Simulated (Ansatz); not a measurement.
**BN: isotropic strain +0.50 %**

The parent structure is BN in the zinc blende structure (space group F-43m, No. 216; a = 3.625 Å).

Perturbation: the cell is scaled by 1.0050 in all directions, atoms relaxed at fixed cell.

Calculations: Ansatz (a first-principles code) PBE, scalar-relativistic without spin-orbit coupling. k-mesh 16×16×16 (Γ-centred); smearing 0.05 eV (Fermi–Dirac).

The shortest interatomic distance grows by 0.015 bohr, from 2.966 bohr to 2.981 bohr and the energy increases by 1.5 meV/atom. The pressure goes from zero to -5.40 GPa and the band gap falls by 0.017 eV (4.46 eV → 4.45 eV). The gap character stays indirect, Γ → X and the smallest direct gap shrinks by 0.07 eV (8.79 eV → 8.72 eV). The electron mass becomes 0.92 mₑ along k, 0.30 mₑ across (at X) (base: 0.91 mₑ along k, 0.30 mₑ across (at X)) and the hole mass (degenerate bands, along [100]) changes from 0.50, 0.53, 0.53 mₑ (at Γ) to 0.50, 0.54, 0.54 mₑ (at Γ).

Final structure:

```yaml
crystal:
  lattice:
    - [0.00000, 1.82140, 1.82140]
    - [1.82140, 0.00000, 1.82140]
    - [1.82140, 1.82140, 0.00000]
  atoms:
    - { symbol: B, position: [0.00000, 0.00000, 0.00000] }
    - { symbol: N, position: [0.25000, 0.25000, 0.25000] }
```

Cost of the whole job for the changed cell (relaxation, final SCF and bands): roughly 7 core-seconds.

Effective masses come from finite differences of ±0.01 Å⁻¹. Along k means along the line from Γ to the band edge. No phonon test of stability was made.
